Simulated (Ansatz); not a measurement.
Amorphous B40C8H12, 60 atoms at 1.80 g/cm³, one PBE-relaxed geometry, zone centre. Methods: PBE, scalar-relativistic without spin-orbit coupling (Ansatz, an electronic-structure program); r2SCAN, scalar-relativistic without spin-orbit coupling (Ansatz); HSE06, scalar-relativistic without spin-orbit coupling (Ansatz). Plane waves to 420 eV (r2SCAN 500 eV); exact exchange is cut at the cell's faces. All rungs ran without spin polarisation.

A CHGNet melt-quench gave the starting glass, which DFT then relaxed. The hot cell started wider than the set density and was brought back towards it in steps. It is the lowest in DFT energy of 2 quenches. It is a model cell: composition and starting density were chosen by hand, and all elements were melted together. No dispersion term was used. Its density started from a set value of 1.80 and ended at 1.80 g/cm³. Cooling (nominally 730 K/ps over its main leg) ran many orders faster than in experiment, which tends to leave more defects and strain. A cell of this size samples the disorder only roughly. The volume was held where the preparation left it, at a PBE pressure of -3.8 GPa (tension). Stress components on the final sampling reach 6.6 GPa. On a 2×2×2 Γ-centred mesh force components of up to 0.22 eV/Å stay, since the relaxation ran on one k-point at (1/4, 1/4, 1/4).

The relaxation ran on one k-point at (1/4, 1/4, 1/4). At PBE the gap is 0.38 eV on a 2×2×2 Γ-centred mesh, and the spacing at the zone centre alone 0.36 eV.

Q: What zone-centre spacing does r2SCAN give, roughly?

A: 0.47 eV (+0.10 eV against PBE).

Q: What zone-centre spacing does HSE06 give, roughly?

A: 0.97 eV (+0.60 eV against PBE).

The highest filled and the lowest empty state spread over these numbers of atoms (participation numbers): PBE: 26.9 and 30.2; r2SCAN: 26.6 and 31.1; HSE06: 26.0 and 31.3.
